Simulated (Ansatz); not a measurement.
Base system: Li in the bcc (W type) structure (space group Im-3m, No. 229; a = 3.434 Å; relaxed with 0.1 eV smearing).

Calculations: PBEsol in Ansatz (plane waves to 420 eV, PAW, without spin-orbit coupling).

Base values:

The pressure comes out as 0.0 GPa.

Now apply this change: the cell is scaled by 1.0300 in all directions; the atoms relax in the strained cell.

**Question.** Estimate the effect on the pressure.

**Answer.** The pressure goes from zero to -1.0 GPa.

**Question.** Estimate the effect on the energy relative to the base.

**Answer.** The energy rises by 6.5 meV/atom.

Whether these cells are dynamically stable was not tested.

Ansatz is an electronic-structure program.
